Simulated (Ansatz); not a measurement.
The parent structure is Ta in the bcc (W type) structure (space group Im-3m, No. 229; a = 3.306 Å; relaxed with 0.1 eV smearing). Axes: x, y, z lie along the cube axes.

Calculations: plane-wave PAW DFT at the r2SCAN level (Ansatz, an electronic-structure program, 500 eV), no spin-orbit coupling, earlier PAW set.

For the base:

| Item | Result |
|---|---|
| Pressure | 0.0 GPa |
| Shortest interatomic distance | 2.863 Å |

Modification: tensile biaxial strain of 1.32 % in the plane normal to [001], as in epitaxy on a mismatched substrate; the out-of-plane cell vector and the atoms relax.

### Question
What happens to the energy relative to the base?

### Answer
The energy increases by 4.5 meV/atom.

### Question
Predict the new out-of-plane strain.

### Answer
The out-of-plane strain comes out as -1.58 %.

### Question
How does this affect the pressure?

### Answer
The pressure (mean of the normal stresses, compression positive) goes from zero to -2.0 GPa.

### Question
What happens to the shortest interatomic distance?

### Answer
The shortest interatomic distance goes up by 0.0104 Å to 2.874 Å.

Stability against distortions was not tested. All final runs are without spin polarisation.
